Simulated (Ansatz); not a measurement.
For Sb₂Se₃ (model structure, started from the corundum type, R-3c, No. 167, 10 atoms in the cell), PBE (Ansatz, a program for electronic structure, plane waves, PAW) gives:

- lattice parameter a: 7.477 Å
- c axis length: 19.383 Å
- formation enthalpy: -0.190 eV/atom

What does PBE-D3(BJ) (PAW; Ansatz) give for the same quantities?


- lattice constant a: 7.218 Å (shrinks by 3.5 %)
- lattice parameter c: 19.292 Å (decreases by 0.5 %)
- formation enthalpy: -0.157 eV/atom (moves by +0.033 eV/atom)

Changes are worked out from the printed values.

Unless a cell is named, each level is at its own relaxed cell (PBE 31.28, PBE-D3(BJ) 29.02 Å³/atom).

Levels without +SOC leave out spin–orbit coupling, which shifts energies and cells of such heavy elements.

Ansatz's density-functional and Hartree–Fock values are scalar-relativistic unless marked +SOC, with PAW data made under PBE.

A model structure was made by putting elements into a prototype or built by hand; it is no filed structure, need not be a known phase, and can be a saddle point held by its symmetry.
